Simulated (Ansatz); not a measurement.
The reference is Si in the diamond structure (space group Fd-3m, No. 227; a = 5.444 Å). Axes: x, y, z lie along the cube axes.

The change: biaxial strain −2.33 %, plane normal [001], relaxed out of plane (Cartesian); in-plane vectors clamped, the third vector and the atoms free.

Levels (all Ansatz, an electronic-structure program, PAW): r2SCAN (500 eV, scalar-relativistic without spin-orbit coupling); HSE06+SOC (420 eV, spin-orbit coupling included).

The geometry is relaxed with r2SCAN.

| Quantity | Result |
|---|---|
| r2SCAN lowest conduction level above the VBM at special points | X 0.64 eV; M 0.99 eV; S 1.61 eV; Γ 2.60 eV |
| r2SCAN valence-band top at Γ | 0.00, 0.00, -0.32 eV |

**Question.** How does going to HSE06+SOC change the lowest conduction level above the VBM at special points and valence-band top at Γ?

**Answer.** The lowest conduction level above the VBM at special points goes from X 0.64 eV; M 0.99 eV; S 1.61 eV; Γ 2.60 eV to X 0.99 eV; M 1.33 eV; S 1.98 eV; Γ 3.14 eV; the valence-band top at Γ (three highest Kramers pairs, from the VBM) changes from 0.00, 0.00, -0.32 eV to 0.00, -0.03, -0.34 eV.

Single points use the geometry relaxed with r2SCAN. HSE06 gaps are upper bounds (no full band path). The spin-orbit shifts are approximate. The levels and masses belong to the bands next to the band gap. Stability against distortions was not tested. k-point labels follow each cell's own Brillouin zone.
